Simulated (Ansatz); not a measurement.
Base system: Si in the diamond structure (space group Fd-3m, No. 227; a = 5.4338 Å).

Levels (all Ansatz, an electronic-structure program, PAW): PBEsol (420 eV, no spin-orbit coupling); r2SCAN (500 eV, without spin-orbit coupling); HSE06 (420 eV, spin-orbit coupling left out).

One geometry, relaxed with PBEsol, under each level:

Notes on the quantities. hole mass: degenerate bands, along [100].

```json
[
 {"level": "PBEsol", "band gap": "0.47 eV", "lowest conduction level above the VBM at special points": "X 0.60 eV; K 1.10 eV; U 1.10 eV; L 1.46 eV", "electron mass": "0.93 mₑ along k, 0.19 mₑ across (off the special points)", "hole mass": "0.17, 0.26, 0.26 mₑ (at Γ)", "pressure": "-0.01 GPa"},
 {"level": "r2SCAN", "band gap": "0.76 eV", "lowest conduction level above the VBM at special points": "X 0.91 eV; K 1.42 eV; U 1.42 eV; L 1.87 eV", "electron mass": "0.91 mₑ along k, 0.19 mₑ across (off the special points)", "hole mass": "0.17, 0.25, 0.25 mₑ (at Γ)", "pressure": "0.57 GPa"},
 {"level": "HSE06", "band gap": "___", "lowest conduction level above the VBM at special points": "___", "electron mass": "–", "hole mass": "–", "pressure": "–"}
]
```

Give the withheld HSE06 results.


- HSE06, band gap: 1.13 eV
- HSE06, lowest conduction level above the VBM at special points: X 1.28 eV; K 1.81 eV; U 1.81 eV; Γ 3.31 eV

Single points use the geometry relaxed with PBEsol. Their cutoffs differ, which shifts pressures a little. HSE06 gaps are upper bounds (no full band path). Masses are band curvatures over ±0.01 Å⁻¹ around the edge. Along k means along the line from Γ to the band edge. Stability against distortions was not tested.
